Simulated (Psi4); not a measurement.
Psi4 1.11, HF/def2-svp, scf_type pk: F/C(Cl)=C\[SiH2]C[SiH2][SiH3], 18 atoms. The geometry is a generated start, not checked to be a minimum at this level.

```
Item                                              Value
-----------------------  ------------------------------
task                                             energy
method                                              scf
basis                                          def2-svp
scf_type                                             pk
guess                    auto, which took SAD (default)
diis_max_vecs                              10 (default)
scf_initial_accelerator                 adiis (default)
e_convergence                           1e-06 (default)
d_convergence                           1e-06 (default)
basis functions                                     178
```

On 4 threads. Build: conda-forge: OpenMP (LLVM), MKL, Libint2. Each setting ran once; only counts and results are compared.

Values of memory tried: 8 GB, 4 GB, 2 GB, 1 GB, 0.5 GB, 0.3 GB.

Q: Which of these memory settings still run, and by which path?

A: It runs down to 0.3 GB, the lowest tried, with the same result. At 8 GB: SCF: PK in core. From 2 GB down: SCF: PK on disk.

```json
[
 {"memory": "8 GB", "path": "SCF: PK in core", "peak memory": "2.1 GiB"},
 {"memory": "4 GB", "path": "SCF: PK in core", "peak memory": "2.1 GiB"},
 {"memory": "2 GB", "path": "SCF: PK on disk", "peak memory": "1.7 GiB"},
 {"memory": "1 GB", "path": "SCF: PK on disk", "peak memory": "0.83 GiB"},
 {"memory": "0.5 GB", "path": "SCF: PK on disk", "peak memory": "0.64 GiB"},
 {"memory": "0.3 GB", "path": "SCF: PK on disk", "peak memory": "0.46 GiB"}
]
```

Peak memory is the kernel's count for the largest process, libraries included and scratch files not. The peak passes the setting at 0.5 GB, 0.3 GB: it is no hard cap.
